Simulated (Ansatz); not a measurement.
The starting structures come from a database of crystals and need not be the phases stable at ambient conditions.

 Where the default PAW files enter, the runs use the earlier of Ansatz's two default sets.

Consider the following.

```
ZrO2
1.0
    5.63274     0.00000     0.00000
    0.00000     6.58922     0.00000
    0.00000     0.00000     3.38795
Zr O
4 8
Direct
  0.24846   0.10842   0.25000
  0.75154   0.89158   0.75000
  0.25154   0.60842   0.75000
  0.74846   0.39158   0.25000
  0.02198   0.34076   0.75000
  0.97802   0.65924   0.25000
  0.47802   0.84076   0.25000
  0.52198   0.15924   0.75000
  0.13926   0.92350   0.75000
  0.86074   0.07650   0.25000
  0.36074   0.42350   0.25000
  0.63926   0.57650   0.75000
```

Space group of this cell: Pnma. The cell is taken as given; by r2SCAN its mean pressure is -9.1 GPa.

Transport runs along the normal of the first two printed cell vectors.

No gap correction and no spin-orbit coupling; mid-gap values are interpolated between computed energies.

State the band gap and the smallest decay constant κ at mid-gap according to r2SCAN (Ansatz, a program for electronic structure).

Gap 3.37 eV on a 6×6×10 mesh; κ = 0.414 1/Å, at the zone centre.
